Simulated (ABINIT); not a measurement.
Worked example: self-consistent single point of NiHO2 (P1, 4 atoms in the cell) in ABINIT.

Method of the run: LDA (PW92), norm-conserving pseudopotentials (PseudoDojo nc-sr-04 LDA standard) (plane waves; ABINIT 10.0.3).

```xyz
4
Lattice="2.6759 -1.4263 0.0000 2.6759 1.4263 0.0000 -1.1355 0.0000 4.4048" Properties=species:S:1:pos:R:3 pbc="T T T"
Ni    -1.1230    -0.0025     4.3988
H      2.0890    -0.0054     2.0456
O      1.8924     0.0075     1.0275
O      2.3684     0.0005     3.3937
```
Moments meant for the start (each program seeds them in its own way; μB, in the order of the atoms Ni H O O): 2.0 0.0 0.0 0.0.

Reference input (self-consistent single point, DFT, LDA (PW92), plane waves, norm-conserving pseudopotentials (PseudoDojo nc-sr-04 LDA standard)): pseudos = [Ni.upf, H.upf, O.upf]; ecut = 98 Ry; nsppol = 2; occopt = 7; tsmear = 0.136 eV; ngkpt = 7 7 4; nshiftk = 1; shiftk = 0 0 0; potentials = PseudoDojo nc-sr-04 LDA standard; nband = 23; kptopt = 1; nstep = 50. This run's input differs from it in these lines:

```diff
@@ -29,3 +29,3 @@
 kptopt 1
-ngkpt 7 7 4
+ngkpt 3 3 2
 nshiftk 1
```

Log, with long lists cut:

```
--- !BeginCycle
solver: {iscf: 7, nstep: 50, nline: 4, wfoptalg: 0, }
tolerances: {tolvrs: 1.00E-12, }
...

     iter   Etot(hartree)     deltaE(h) residm    vres2    magn
 ETOT  1  -200.65120089289    -2.01E+02 3.45E-01 3.07E+03 1.180
 ETOT  2  -199.06155266852     1.59E+00 1.02E-02 3.40E+04 0.021
 ETOT  3  -201.17567178600    -2.11E+00 1.70E-02 8.14E+02 0.841
 ETOT  4  -201.20329584269    -2.76E-02 1.19E-02 3.31E+02 0.875
 ETOT  5  -201.21531148743    -1.20E-02 2.80E-03 9.25E+01 0.895
   [... 41 lines left out ...]
 ETOT 47  -201.21996099468    -1.52E-04 2.52E-05 1.28E-02 0.696
 ETOT 48  -201.21996999246    -9.00E-06 2.60E-07 1.60E-02 0.664
 ETOT 49  -201.21999279412    -2.28E-05 1.11E-06 2.58E-02 0.593
 ETOT 50  -201.22000661791    -1.38E-05 2.33E-07 3.13E-02 0.561

 Cartesian components of stress tensor (hartree/bohr^3)
  sigma(1 1)=  5.42162094E-04  sigma(3 2)=  7.86283274E-06
  sigma(2 2)=  6.30048087E-04  sigma(3 1)= -7.72983662E-05
  sigma(3 3)=  2.79977810E-04  sigma(2 1)= -3.01007137E-06
 scprqt:  WARNING -
  nstep=   50 was not enough SCF cycles to converge;
  potential residual=  3.132E-02 exceeds tolvrs=  1.000E-12

 Integrated electronic and magnetization densities in atomic spheres:
 Radius=ratsph(iatom), smearing ratsm=  0.0000. Diff(up-dn)=approximate z local magnetic moment.
 Atom    Radius    up_density   dn_density  Total(up+dn)  Diff(up-dn)
   [... lines left out ...]
 Total magnetization (from the atomic spheres):             0.586248
 Total magnetization (exact up - dn):                       0.560535
 Fermi (or HOMO) energy (hartree) =   0.15581   Average Vxc (hartree)=  -0.43492
   [... lines left out ...]
 prteigrs : prtvol=0 or 1, do not print more k-points.

--- !EnergyTerms
kinetic             :  1.01191140852885E+02
hartree             :  7.88502114370438E+01
xc                  : -2.96131585058872E+01
Ewald energy        : -1.06651733518089E+02
psp_core            :  4.45175869820049E+00
local_psp           : -2.17334456041305E+02
non_local_psp       : -3.21128861552757E+01
internal            : -2.01219123232427E+02
'-kT*entropy'       : -8.83385482337137E-04
total_energy        : -2.01220006617910E+02
total_energy_eV     : -5.47547484039168E+03
band_energy         : -2.21872859074765E+01
...

-Cartesian components of stress tensor (GPa)         [Pressure= -1.4242E+01 GPa]
- sigma(1 1)=  1.59509568E+01  sigma(3 2)=  2.31332487E-01
- sigma(2 2)=  1.85366516E+01  sigma(3 1)= -2.27419607E+00
- sigma(3 3)=  8.23723018E+00  sigma(2 1)= -8.85593423E-02

 Calculation completed.
```

The run ended unconverged after 50 iterations. 

The starting cell comes from a database of computed structures (which also holds hypothetical and non-ambient phases and stackings), without a prior relaxation at this level. Its atoms were displaced at random from the sites of space group no. 8.

Cost on one core of a shared machine: roughly 3 min.
